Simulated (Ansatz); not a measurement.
The parent structure is Ba in the bcc (W type) structure (space group Im-3m, No. 229; a = 4.8819 Å; relaxed with 0.1 eV smearing).

Calculations: plane-wave PAW DFT at the PBEsol level (Ansatz, a program for electronic structure, 420 eV), no spin-orbit coupling.

Base values:

| Property | Value |
|---|---|
| Pressure | 0.0 GPa |
| Band gap | zero |

Now apply this change: every lattice vector is shortened by 3.00 %, atoms relaxed at fixed cell.

Q: What happens to the pressure?

A: The pressure goes from zero to 0.9 GPa.

Q: What does the calculation give for the energy relative to the base after the change?

A: The energy grows by 14 meV/atom.

Q: What happens to the band gap?

A: The band gap stays zero.

The cells carry an imposed strain or load. No phonon test of stability was made.
